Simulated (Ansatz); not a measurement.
Start from Ru in the hcp (Mg type) structure (space group P6_3/mmc, No. 194; a = 2.691 Å, c = 4.249 Å; relaxed with 0.1 eV smearing). Axes: x lies along a and z along c of the hexagonal cell.

All numbers come from DFT with PBEsol, PAW potentials and a 420 eV plane-wave cutoff in Ansatz (an electronic-structure program), without spin-orbit coupling.

For the base:

The pressure is 0.0 GPa and the band gap is zero.

Now apply this change: compressive biaxial strain of 1.00 % in the plane normal to [001], as in epitaxy on a mismatched substrate; the out-of-plane cell vector and the atoms relax.

Q: What does the calculation give for the pressure, out-of-plane strain and band gap after the change?

A: The pressure (mean of the normal stresses, compression positive) goes from zero to 5.2 GPa; the out-of-plane strain is +0.54 %; the band gap stays zero.

No phonon test of stability was made. The final runs are not spin-polarised.
